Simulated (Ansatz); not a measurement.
We consider rutile IrO₂, described by PBEsol in Ansatz (PAW).

A relaxed, unreconstructed slab of the (110) face has 24 atoms, two equal faces of 19.944 Å² each and an energy of -103341.9212 eV. A bulk cell of 12 atoms with the same orientation and in-plane k mesh has -51673.0854 eV. Energies are extrapolated to zero smearing.

Settings: plane-wave cutoff 500 eV, 14×8×1 k mesh (along the axes of the cell as run), Fermi–Dirac smearing 0.05 eV, scalar-relativistic PAW data made under PBE.

Worked out: γ = (E_slab − N E_bulk per atom)/2A = [-103341.9212 − 24 × (-51673.0854/12)]/(2 × 19.944) = 0.1065 eV/Å². With 16.022 J/m² per eV/Å² this is 1.71 J/m², or 2.12 eV per surface cell and face.

Ansatz is a program for electronic structure.
